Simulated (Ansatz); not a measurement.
Base system: CrGe in the rock salt structure (space group Fm-3m, No. 225; a = 4.933 Å; ferromagnetic; a hypothetical phase, not in the database extracts checked).

Structures relaxed with DFT with PBEsol, PAW potentials and a 420 eV plane-wave cutoff in Ansatz (a first-principles code), no spin-orbit coupling.

Base:

Simulated powder pattern, Cu Kα1, λ = 1.54056 Å (kinematic, ideal powder, no thermal factors, no anomalous dispersion; the 10 strongest lines at most, above 2 %, up to 2θ = 90°):

```
2θ (°)  I/Imax (%)    hkl
------  ----------  -----
31.38          5.2  (111)
36.39          100  (200)
52.41           67  (220)
62.37          3.2  (311)
65.48           22  (222)
77.30          9.8  (400)
88.57           28  (420)
```

After one change:

Simulated powder pattern, Cu Kα1, λ = 1.54056 Å (kinematic, ideal powder, no thermal factors, no anomalous dispersion; the 10 strongest lines at most, above 2 %, up to 2θ = 90°):

```json
[
 {"2θ (°)": "31.61", "I/Imax (%)": "4.5"},
 {"2θ (°)": "36.66", "I/Imax (%)": "100"},
 {"2θ (°)": "52.81", "I/Imax (%)": "66"},
 {"2θ (°)": "62.87", "I/Imax (%)": "2.6"},
 {"2θ (°)": "66.01", "I/Imax (%)": "21"},
 {"2θ (°)": "77.95", "I/Imax (%)": "9.5"},
 {"2θ (°)": "89.37", "I/Imax (%)": "27"}
]
```

**Question.** Which change produced these results?
A) Ge → Ga
B) Ge → Cd
C) Cr → W

**Answer.** A, Ge → Ga. Its volume per atom is 14.70 Å³ against 15.01 Å³, and its space group is Fm-3m (No. 225).

The magnetic state is the one reached from the starting moments; the real material's order can differ, and small cells can't hold many antiferromagnetic ones. Stability against distortions was not tested. As relaxed here, CrGa, WGe and CrCd are hypothetical phases, not in the database extracts checked. Spin-polarised in the final run: CrGa, base and CrCd; the other runs are not. WGe has a high density of states at the Fermi level and may be magnetic at this level.
